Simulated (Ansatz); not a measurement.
**Ge₃Si (model structure, P-4m2, No. 115, 4 atoms in the cell): properties by level of theory**

| level (code) | equilibrium lattice constant a (Å) | lattice parameter c (Å) | bulk modulus (GPa) | cohesive energy (eV/atom) | band gap (eV) |
|---|---|---|---|---|---|
| PBE (Ansatz) | ? | 5.672 | 66.9 | ? | ? |
| PBEsol (Ansatz) | 3.965 | ? | ? | ? | 0.21 |
| r²SCAN (Ansatz) | 3.966 | ? | 78.2 | 4.07 | ? |

Task: Some entries are withheld; supply them.

Result: 
- PBE (Ansatz, a first-principles code), equilibrium lattice constant a (Å): 4.015
- PBE (Ansatz), cohesive energy (eV/atom): 3.92
- PBE (Ansatz), band gap (eV): 0.16
- PBEsol (Ansatz), lattice parameter c (Å): 5.599
- PBEsol (Ansatz), bulk modulus (GPa): 74.7
- PBEsol (Ansatz), cohesive energy (eV/atom): 4.34
- r²SCAN (Ansatz), lattice parameter c (Å): 5.605
- r²SCAN (Ansatz), band gap (eV): 0.56

Computed values are for a static lattice. Levels without +SOC have no spin–orbit coupling; where heavier elements are present it shifts gaps, mostly down, and can invert bands.  Each level is taken at its own relaxed cell. Cutoffs differ between the levels. Ansatz's density-functional and Hartree–Fock values are scalar-relativistic unless marked +SOC, with PAW data made under PBE.

Caveats: the bulk modulus is −V dP/dV from two relaxed cells at ±2 % in volume (PBE, PBEsol, r²SCAN). Ansatz's density-functional and Hartree–Fock values are scalar-relativistic unless marked +SOC, with PAW data made under PBE.

Free atoms are spin-polarised, in the lowest state found; at levels without +SOC their spin–orbit coupling is left out.

Computed values are for the static lattice.

A model structure was made by putting elements into a prototype or built by hand; it is no filed structure, need not be a known phase, and can be a saddle point held by its symmetry.
